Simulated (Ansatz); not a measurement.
# Pd: response to strain

Consider Pd in the fcc (Cu type) structure (space group Fm-3m, No. 225; relaxed with 0.1 eV smearing).

```yaml
crystal:
  lattice:
    - [0.00000, 1.92070, 1.92070]
    - [1.92070, 0.00000, 1.92070]
    - [1.92070, 1.92070, 0.00000]
  atoms:
    - { symbol: Pd, position: [0.00000, 0.00000, 0.00000] }
```

Cartesian axes are those of the cell as printed.

Strains are applied to the cell and any free atomic positions relax; under biaxial strain the out-of-plane vector relaxes too.

Calculations: plane-wave PAW DFT at the LDA level (Ansatz, a quantum-chemistry and plane-wave program, 420 eV), no spin-orbit coupling.

Notes on the quantities. energy relative to the base: free energy F.

| biaxial strain, plane normal [001], relaxed out of plane (%) | energy relative to the base (meV/atom) |
|---|---|
| 0 | 0.0 |
| 0.5 | 0.4 |
| 1 | 1.5 |
| 1.5 | 3.2 |
| 2 | 5.5 |
| 2.5 | ? |
| 3 | 11.4 |

Fit ΔE = Aε² + Bε³ (ε in %) to the rows shown and predict the withheld row.

Least squares on the printed values gives A = 1.59 and B = -0.11 meV/atom (largest residual 0.0 meV/atom); this predicts 8.3 meV/atom, and the run gives 8.2 meV/atom, in agreement.

Stability against distortions was not tested. The final runs are not spin-polarised.
